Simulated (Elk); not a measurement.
Band structure of Ga2Pt (Fm-3m, 3 atoms in the cell).

```
CELL_PARAMETERS angstrom
      0.00000     2.96792     2.96792
      2.96792     0.00000     2.96792
      2.96792     2.96792     0.00000
ATOMIC_POSITIONS crystal
  Ga 0.75000 0.75000 0.75000
  Ga 0.25000 0.25000 0.25000
  Pt 0.00000 0.00000 0.00000
```

Method: PBEsol, all-electron FP-LAPW, Elk's shipped species files, default APW+lo basis (Elk 10.2.4).

Settings: xctype = 22; stype = 0; swidth = 0.00999582 Ha; ngridk = 8 8 8; rmtscf = 0.88; maxscl = 100.

The starting cell comes from a database of computed structures (which also holds hypothetical and non-ambient phases and stackings), without a prior relaxation at this level. Spin-orbit coupling is off. Spin polarisation is off. Values depend on the basis (sphere radii, cutoffs, local orbitals), which need not be converged.

Levels in eV from the Fermi level, bands 25 to 32:
```json
[
 {"point": "Γ", "25": "-3.27", "26": "-3.27", "27": "0.07", "28": "5.16", "29": "5.16", "30": "5.16", "31": "5.17", "32": "5.17"},
 {"point": "X", "25": "-3.49", "26": "-3.09", "27": "-2.84", "28": "-1.82", "29": "-1.82", "30": "1.86", "31": "4.17", "32": "10.38"},
 {"point": "W", "25": "-3.49", "26": "-3.00", "27": "-2.83", "28": "-2.83", "29": "-0.93", "30": "4.86", "31": "4.86", "32": "7.16"},
 {"point": "K", "25": "-3.67", "26": "-3.51", "27": "-2.94", "28": "-2.00", "29": "-0.68", "30": "2.72", "31": "6.09", "32": "7.68"},
 {"point": "L", "25": "-3.37", "26": "-3.17", "27": "-3.17", "28": "1.27", "29": "1.27", "30": "2.97", "31": "4.00", "32": "5.36"},
 {"point": "U", "25": "-3.67", "26": "-3.51", "27": "-2.94", "28": "-2.00", "29": "-0.68", "30": "2.72", "31": "6.09", "32": "7.68"}
]
```

Bands cross the Fermi level along this path, so the cell is metallic at this level.
